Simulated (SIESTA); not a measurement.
Worked example: self-consistent single point of ZnCu₃ (P1, 4 atoms in the cell) in SIESTA.

Computed with LDA PW92, numerical atomic orbitals DZP, PseudoDojo LDA standard norm-conserving potentials (rewritten from UPF to PSML) in SIESTA 5.4.2.

The change in words: atoms moved at random. Reference geometry:
```yaml
crystal:
  lattice:
    - [2.56146, 0.00000, 0.00000]
    - [-1.28073, 2.21829, 0.00000]
    - [0.00000, 0.00000, 8.39759]
  atoms:
    - { symbol: Zn, position: [0.66667, 0.33333, 0.00000] }
    - { symbol: Cu, position: [0.66667, 0.33333, 0.50000] }
    - { symbol: Cu, position: [0.33333, 0.66667, 0.25407] }
    - { symbol: Cu, position: [0.33333, 0.66667, 0.74593] }
```

Reference input (self-consistent single point, DFT, LDA PW92, numerical atomic orbitals DZP, PseudoDojo LDA standard norm-conserving potentials (rewritten from UPF to PSML)): XC.functional = LDA; XC.authors = PW92; potentials = PseudoDojo LDA standard; PAO.BasisSize = DZP; PAO.EnergyShift = 0.01 Ry; MeshCutoff = 400 Ry; kgrid.MonkhorstPack = 12 12 3; OccupationFunction = MP; OccupationMPOrder = 0; ElectronicTemperature = 100 meV; MaxSCFIterations = 150; SCF.Mixer.Method = Pulay. This run's input differs from it in these lines:

```diff
@@ -18,6 +18,6 @@
 %block AtomicCoordinatesAndAtomicSpecies
-     0.666667000    0.333333000    0.000000000  1
-     0.666667000    0.333333000    0.500000000  2
-     0.333333000    0.666667000    0.254070000  2
-     0.333333000    0.666667000    0.745930000  2
+     0.681526000    0.343841000    0.009515000  1
+     0.658847000    0.330236000    0.496322000  2
+     0.314796000    0.658129000    0.246659000  2
+     0.344831000    0.667793000    0.747504000  2
 %endblock AtomicCoordinatesAndAtomicSpecies
```

Output (repeated stretches shortened):

```
        iscf     Eharris(eV)        E_KS(eV)     FreeEng(eV)     dDmax    Ef(eV) dHmax(eV)
   scf:    1   -20988.083683   -21094.437668   -21094.452823  2.820664  3.318071 29.525738
   scf:    2   -21159.367017   -21137.686350   -21137.700529  1.958201  0.426391 22.140771
   scf:    3   -21141.901750   -21143.088987   -21143.104485  0.233985 -0.021609 12.718032
   scf:    4   -21145.571596   -21145.773474   -21145.782269  0.249227 -0.526629  3.102248
   scf:    5   -21146.060657   -21145.969432   -21145.975880  0.038205 -0.606954  1.126936
   [... 9 lines left out ...]
   scf:   15   -21145.994280   -21145.994281   -21146.000670  0.000053 -0.684551  0.000187
   scf:   16   -21145.994281   -21145.994281   -21146.000670  0.000018 -0.684555  0.000125
   scf:   17   -21145.994281   -21145.994281   -21146.000670  0.000011 -0.684575  0.000054
   scf:   18   -21145.994281   -21145.994281   -21146.000670  0.000009 -0.684567  0.000039
SCF Convergence by DM+H criterion
max |DM_out - DM_in|         :     0.0000090439
max |H_out - H_in|      (eV) :     0.0000391576
SCF cycle converged after 18 iterations

Using DM_out to compute the final energy and forces

siesta: E_KS(eV) =           -21145.9943

siesta: E_KS - E_eggbox =    -21145.9943

siesta: Atomic forces (eV/Ang):
     1   -0.098819   -0.075505   -0.976826
     2    0.003784   -0.002800    0.019714
     3    0.088920    0.059359    0.931504
     4   -0.011178    0.017469    0.023670
   Tot   -0.017292   -0.001478   -0.001937
   Max    0.976826
   Res    0.392660    sqrt( Sum f_i^2 / 3N )
   Max    0.976826    constrained

Stress tensor Voigt[x,y,z,yz,xz,xy] (kbar):       78.84       84.35      121.65       -1.95       -4.44       -2.14
(Free)E + p*V (eV/cell)   -21148.8284
   [... lines left out ...]
siesta: FreeEng =    -21146.000670
   [... lines left out ...]
siesta:     0.049211   -0.001338   -0.002774
siesta:    -0.001338    0.052650   -0.001218
siesta:    -0.002774   -0.001218    0.075925

siesta: Cell volume =         47.715598 Ang**3

siesta: Pressure (static):
siesta:                Solid            Molecule  Units
siesta:          -0.00064544         -0.00079960  Ry/Bohr**3
siesta:          -0.05926191         -0.07341592  eV/Ang**3
siesta:         -94.94804203       -117.62526633  kBar
```

The run converged in 18 iterations. Against the reference run the free energy rises by 18.6 meV/atom, the pressure goes from -10.72 to -9.49 GPa and the largest force goes from 0.147 to 0.985 eV/Å.

The starting cell comes from a database of computed structures (which also holds hypothetical and non-ambient phases and stackings), without a prior relaxation at this level. For this run, on top of that: atoms moved at random. Spin polarisation is off. Values carry the incompleteness of an atom-centred basis. With a pressure of about -9 GPa the cell is away from its equilibrium volume at this level.

Cost on one core of a shared machine: roughly 40 s.
